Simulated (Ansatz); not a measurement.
The parent structure is CdSe in the zinc blende structure (space group F-43m, No. 216; a = 6.0818 Å).

Level of theory: Kohn–Sham DFT with the PBEsol functional, run in Ansatz (a first-principles code) with PAW and 420 eV plane waves, no spin-orbit coupling.

For the base:

* **Gap between the host's bands**: 0.48 eV
* **Gap character**: direct at Γ

One thing is altered: hole doping at 5.0×10^21 cm⁻³ (0.281 per cell), with a uniform compensating background at fixed cell and a 300 K Fermi–Dirac width.

**Question.** What does the calculation give for the gap between the host's bands after the change?

**Answer.** The gap between the host's bands increases by 0.20 eV to 0.68 eV.

**Question.** Estimate the effect on the Fermi level from band edge.

**Answer.** The Fermi level relative to the doped band's edge (positive inside the band; to 0.05 eV) comes out as +0.45 eV.

**Question.** Estimate the effect on the gap character.

**Answer.** The gap character is still direct at Γ.

Carriers are added with a uniform compensating background; total energy and stress of such cells depend on the potential's zero and are not compared; many-body gap narrowing is missing at this level. No phonon test of stability was made.
